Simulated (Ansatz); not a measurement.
Base system: KCl in the rock salt structure (space group Fm-3m, No. 225; a = 6.243 Å). Axes: x, y, z lie along the cube axes.

The values are results of Kohn–Sham DFT with the PBEsol functional, run in Ansatz (a first-principles code) with PAW and 420 eV plane waves, no spin-orbit coupling, not measurements.

For the base:

- Valley order: Γ 5.10 eV; X along ⟨100⟩ 6.37 eV

The change: compressive biaxial strain of 2.00 % in the plane normal to [001], as in epitaxy on a mismatched substrate; the out-of-plane cell vector and the atoms relax.

Problem. What does the calculation give for the valley order after the change?

Solution. The valley order (the lowest conduction-band minima on the path, energy above the VBM, named in the base's zone) becomes Γ 5.21 eV; X along [100] 6.31 eV; X along [001] 6.34 eV (base: Γ 5.10 eV; X along ⟨100⟩ 6.37 eV).

Problem. What does the calculation give for the energy relative to the base after the change?

Solution. The energy rises by 4.0 meV/atom.

The levels and masses belong to the bands next to the band gap. Stability against distortions was not tested.
